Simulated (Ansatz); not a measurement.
Consider C in the diamond structure (space group Fd-3m, No. 227; a = 3.5317 Å). Axes: x, y, z lie along the cube axes.

Method: Ansatz (a first-principles code) LDA, no SOC.

Base values:

- Shortest interatomic distance = 1.529 Å
- Smallest direct gap = 5.62 eV
- Valence-band top at Γ = 0.00, 0.00, 0.00 eV

Perturbation: uniaxial strain ε_zz = −3.00 %, all other strain components held at zero, atoms relaxed at fixed cell.

Predict the new stress, shortest interatomic distance, smallest direct gap and valence-band top at Γ.

The stress (xx, yy, zz, yz, xz, xy; compression positive) is (5.34, 5.34, 34.45, 0.00, 0.00, 0.00) GPa; the shortest interatomic distance shrinks by 0.015 Å to 1.514 Å; the smallest direct gap shrinks by 0.466 eV (5.62 eV → 5.16 eV); the valence-band top at Γ (three highest levels, from the VBM) becomes 0.00, -0.46, -0.46 eV (base: 0.00, 0.00, 0.00 eV).

Gaps are read on the SCF mesh and a high-symmetry path. Whether these cells are dynamically stable was not tested.
